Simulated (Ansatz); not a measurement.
The reference is LiNbO$_{3}$ (space group R3c, No. 161).

```
LiNbO3
1.0
    2.53373     1.46285     4.56243
   -2.53373     1.46285     4.56243
    0.00000    -2.92570     4.56243
Li Nb O
2 2 6
Cartesian
  0.00000   0.00000   3.84809
  0.00000   0.00000  10.69173
  0.00000   0.00000  13.65335
  0.00000   0.00000   6.80971
 -0.65928  -1.40893   5.42216
  1.54981   0.13351   5.42216
 -0.89053   1.27542   5.42216
 -1.64320  -0.18744   7.70337
  0.65928   1.51678   7.70337
  0.98393  -1.32934   7.70337
```

Cartesian axes are those of the cell as printed.

Computed with DFT with LDA, PAW potentials and a 420 eV plane-wave cutoff in Ansatz (a quantum-chemistry and plane-wave program), scalar-relativistic without spin-orbit coupling.

It is then changed as follows: an isotropic linear strain of −0.75 %, atoms relaxed at fixed cell.

**Question.** Predict the stress tensor and what it implies for the stiffness.

**Answer.** Stress of the strained cell less that of the base (GPa, compression positive):
```
   2.92    0.00    0.00
   0.00    2.92    0.00
   0.00    0.00    3.27
```

Then B = −ΔP/(ΔV/V₀) with ΔV/V₀ = -0.0223 gives secant stiffness values (nonlinear terms included at this strain): B (at held cell shape, above the free-shape value) ≈ 136 GPa.

Stability against distortions was not tested.
